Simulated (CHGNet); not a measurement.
**C11b WSi2**

Method: the machine-learned potential CHGNet-r²SCAN (trained on r²SCAN data).

Cell (relaxed at this level):

```cif
data_Si2W
_chemical_formula_sum 'Si2 W1'
_space_group_name_H-M_alt 'P 1'
_space_group_IT_number 1
_cell_length_a 4.52797
_cell_length_b 4.52797
_cell_length_c 4.52797
_cell_angle_alpha 138.577
_cell_angle_beta 138.577
_cell_angle_gamma 60.021
loop_
_space_group_symop_operation_xyz
  'x, y, z'
loop_
_atom_site_label
_atom_site_type_symbol
_atom_site_fract_x
_atom_site_fract_y
_atom_site_fract_z
_atom_site_occupancy
Si1 Si 0.66885 0.66885 0.00000 1
Si2 Si 0.33115 0.33115 0.00000 1
W1 W 0.00000 0.00000 0.00000 1
```

For C11b WSi2, the lattice constant a is 3.203 Å and the c axis length is 7.842 Å.

Measured, for comparison: lattice constant a 3.214 Å, lattice parameter c 7.831 Å (temperature not stated, no zero-point or thermal correction; as tabulated in Pavlosiuk et al. (2022), arXiv:2202.05362). Computed (rounded) less measured: lattice constant a -0.3 %, lattice parameter c +0.1 %. A static lattice is as a rule a little smaller and stiffer than an uncorrected measurement, which narrows the difference in the lattice constant a and would widen misses of the other sign.

A machine-learned potential is trained on density-functional data: it inherits that level's misses and adds fitting errors of its own.

Note: the model gives imaginary modes for this phase (in the spectrum interpolated from a supercell); the model's elastic tensor is not positive definite here.
